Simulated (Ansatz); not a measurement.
```xyz
2
Lattice="0.0000 3.2594 3.2594 3.2594 0.0000 3.2594 3.2594 3.2594 0.0000" Properties=species:S:1:pos:R:3 pbc="T T T"
Sb     1.6297     1.6297     1.6297
In     0.0000     0.0000     0.0000
```

At this level the gap is small or closed, and a narrow smearing was used.  Spin-orbit coupling is not included.

### Question
List the harmonic phonon frequencies (cm⁻¹; finite displacements on a 6×6×6 mesh, DFT at the PBEsol level (Ansatz, a program for electronic structure), k mesh 12×12×12, fermi-dirac smearing of 0.03 eV) at q = (0.000, 0.000, 0.000), (0.000, 0.167, -0.333), (0.167, 0.333, -0.500), in fractions of this cell's reciprocal vectors. At Γ leave out the LO-TO shift.

### Answer

- (0.000, 0.000, 0.000): 0, 0, 0, 173, 173, 173
- (0.000, 0.167, -0.333): 37, 49, 105, 154, 170, 175
- (0.167, 0.333, -0.500): 44, 51, 104, 153, 168, 174

The PAW data sets were generated under PBE and serve the other functionals too.
